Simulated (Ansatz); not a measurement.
**Cu: energy against volume**

Cu (fcc, Fm-3m, 11.955 Å³/atom and stress up to 0.01 GPa in the relaxed cell, cube axes along x, y and z) under hydrostatic pressure, with the cell free. PBE in Ansatz, a plane-wave DFT program (PAW, default set), 420 eV, 22×22×22 Γ-centred mesh, Fermi-Dirac smearing 0.05 eV.

Here V stands for volume and E for E less E0.

```csv
volume (Å³/atom),E less E0 (meV/atom),pressure (GPa)
12.1319,1.13,-2.00
12.0415,0.28,-1.00
11.9550,0.00,0.00
11.8790,0.21,0.91
11.7833,1.11,2.12
11.6053,4.76,4.52
11.3106,17.08,9.00
10.9742,?,?
```

Problem. Fit E against V with the third-order Birch-Murnaghan form, a cubic in V^(-2/3), and predict the withheld value at V = 10.9742.

Solution. With u = V^(-2/3) - 0.1928, the rows have u = -0.0033996, -0.0024529, -0.0015358, -0.0007209, 0.0003177, 0.0022873, 0.0056615. Least squares gives E = 0.758 + 994.4·u + 328019·u² + 979822·u³. Residuals (row less fit): 0.000, 0.002, -0.001, -0.001, 0.003, 0.000, 0.001; standard error 0.002 (degrees of freedom: 3). Its minimum lies at u = -0.0015262, so V0 = (0.1912738)^(-3/2) = 11.95. There d²E/du² = 647100 and d³E/du³ = 5879000, so B0 = (4/9) × 11.95^(-7/3) × 647100 × 0.160218 = 141 GPa (the last factor turns the table's units into GPa), and B0' = 4 + (2/3) × 0.1912738 × (5879000)/647100 = 5.2. B0' rests on the cubic coefficient alone and has a standard error of 0.1 from these residuals. At the withheld row, u = 0.0096968, so E = 0.758 + 994.4 × 0.0096968 + 328019 × 0.0096968² + 979822 × 0.0096968³ = 42.137 meV/atom. The calculation gives 42.09 meV/atom, 0.047 meV/atom below the prediction (0.1 % of the range of E in the table). The row lies outside the fitted rows, so this is an extrapolation. The scatter of the fitted rows lies at the last printed digit.

In a metal these values are sensitive to mesh and smearing; energies are taken to zero smearing, stresses follow the free energy. Other structures, which can take over under pressure, weren't tried. The same form fitted to the pressure column gives B0' = 5.0; series where the two differ by over 0.4 aren't shown. Rows are the converged runs of the series near zero and its far end, less any whose ions stayed unrelaxed beside relaxed ones; series whose fitted rows scatter by over a few per cent of the range, as at a crossing or softening among them, aren't shown in this form.
